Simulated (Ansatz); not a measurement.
System: interstitial H in zinc-blende GaP (charge state +1). All values below come from PBE, PAW (plane waves to 420 eV; Ansatz, a quantum-chemistry and plane-wave program).

Settings: 64 host sites, the relaxed PBE lattice, one k-point at (0.250, 0.250, 0.250), smearing 0.01 eV, spin-restricted, no image-charge correction. Energies are static. The charge state is imposed; whether it is stable for some Fermi level was not computed. Sites that were not tried may lie lower.

Barriers: single points on a 2×2×2 k-point mesh shifted by half a step at the bands' geometries.

Relaxed starting cell (atoms counted from 1):

```yaml
crystal:
  lattice:
    - [11.01454, 0.00000, 0.00000]
    - [0.00000, 11.01454, 0.00000]
    - [0.00000, 0.00000, 11.01454]
  atoms:
    - { symbol: Ga, position: [0.99698, 0.99921, 0.00225] }
    - { symbol: Ga, position: [0.99938, 0.99964, 0.50016] }
    - { symbol: Ga, position: [0.99564, 0.50364, 0.99910] }
    - { symbol: Ga, position: [0.99889, 0.50024, 0.49986] }
    - { symbol: Ga, position: [0.50589, 0.99314, 0.99774] }
    - { symbol: Ga, position: [0.50015, 0.99896, 0.50149] }
    - { symbol: Ga, position: [0.49944, 0.50176, 0.00260] }
    - { symbol: Ga, position: [0.49988, 0.49997, 0.50088] }
    - { symbol: P, position: [0.12430, 0.12533, 0.37538] }
    - { symbol: P, position: [0.11935, 0.12185, 0.87035] }
    - { symbol: P, position: [0.12456, 0.62474, 0.37535] }
    - { symbol: P, position: [0.12387, 0.62596, 0.87496] }
    - { symbol: P, position: [0.62721, 0.12370, 0.37823] }
    - { symbol: P, position: [0.62418, 0.12538, 0.87541] }
    - { symbol: P, position: [0.62517, 0.62429, 0.37621] }
    - { symbol: P, position: [0.62423, 0.62471, 0.87571] }
    - { symbol: Ga, position: [0.99755, 0.24812, 0.25024] }
    - { symbol: Ga, position: [0.99532, 0.25112, 0.74649] }
    - { symbol: Ga, position: [0.99958, 0.74990, 0.25066] }
    - { symbol: Ga, position: [0.99872, 0.75039, 0.74981] }
    - { symbol: Ga, position: [0.50642, 0.25384, 0.25768] }
    - { symbol: Ga, position: [0.49919, 0.24807, 0.74846] }
    - { symbol: Ga, position: [0.50039, 0.74875, 0.25148] }
    - { symbol: Ga, position: [0.49961, 0.74990, 0.75074] }
    - { symbol: P, position: [0.12022, 0.37961, 0.12730] }
    - { symbol: P, position: [0.12397, 0.37548, 0.62471] }
    - { symbol: P, position: [0.12444, 0.87498, 0.12522] }
    - { symbol: P, position: [0.12428, 0.87484, 0.62520] }
    - { symbol: P, position: [0.62497, 0.37545, 0.12547] }
    - { symbol: P, position: [0.62441, 0.37465, 0.62571] }
    - { symbol: P, position: [0.62734, 0.87203, 0.12670] }
    - { symbol: P, position: [0.62491, 0.87442, 0.62615] }
    - { symbol: Ga, position: [0.24678, 0.99285, 0.25749] }
    - { symbol: Ga, position: [0.25104, 0.99917, 0.74791] }
    - { symbol: Ga, position: [0.25135, 0.50178, 0.25058] }
    - { symbol: Ga, position: [0.24810, 0.50363, 0.74681] }
    - { symbol: Ga, position: [0.75034, 0.99900, 0.25120] }
    - { symbol: Ga, position: [0.74904, 0.99957, 0.75061] }
    - { symbol: Ga, position: [0.74980, 0.49991, 0.25099] }
    - { symbol: Ga, position: [0.74871, 0.50019, 0.75001] }
    - { symbol: P, position: [0.39440, 0.10640, 0.14577] }
    - { symbol: P, position: [0.37420, 0.12501, 0.62405] }
    - { symbol: P, position: [0.37447, 0.62646, 0.12564] }
    - { symbol: P, position: [0.37535, 0.62577, 0.62507] }
    - { symbol: P, position: [0.87308, 0.12502, 0.12537] }
    - { symbol: P, position: [0.87338, 0.12372, 0.62458] }
    - { symbol: P, position: [0.87388, 0.62581, 0.12641] }
    - { symbol: P, position: [0.87436, 0.62485, 0.62550] }
    - { symbol: Ga, position: [0.21805, 0.27968, 0.96905] }
    - { symbol: Ga, position: [0.24881, 0.25022, 0.50010] }
    - { symbol: Ga, position: [0.24889, 0.75003, 0.00006] }
    - { symbol: Ga, position: [0.24904, 0.74851, 0.50143] }
    - { symbol: Ga, position: [0.74896, 0.25012, 0.00006] }
    - { symbol: Ga, position: [0.75033, 0.25028, 0.50132] }
    - { symbol: Ga, position: [0.75027, 0.74862, 0.00007] }
    - { symbol: Ga, position: [0.74965, 0.74961, 0.50074] }
    - { symbol: P, position: [0.37431, 0.37552, 0.37610] }
    - { symbol: P, position: [0.37628, 0.37956, 0.87125] }
    - { symbol: P, position: [0.37571, 0.87177, 0.37862] }
    - { symbol: P, position: [0.37400, 0.87497, 0.87544] }
    - { symbol: P, position: [0.87474, 0.37463, 0.37545] }
    - { symbol: P, position: [0.87355, 0.37539, 0.87513] }
    - { symbol: P, position: [0.87501, 0.87444, 0.37595] }
    - { symbol: P, position: [0.87422, 0.87489, 0.87547] }
    - { symbol: H, position: [0.31770, 0.18045, 0.07168] }
```
Cell charge +1.

End state 1 differs by these moves (Å; atoms that move under 0.08 Å are left out):

```tsv
atom	element	Δx	Δy	Δz
5	Ga	0.26	-0.27	-0.31
10	P	0.06	0.03	0.06
41	P	-0.43	0.43	0.00
49	Ga	0.27	-0.25	0.32
60	P	-0.03	-0.06	-0.05
65	H	1.22	-1.22	-0.03
```

Predict the forward and backward barriers to end state 1 from PBE, PAW.

forward 0.36 eV, backward 0.36 eV; at the saddle point atom 65 has neighbours 2 Ga at 2.16; P at 1.45 Å. The saddle point's order was not checked, and it lies on a symmetry element of the cell, where a band can be held.
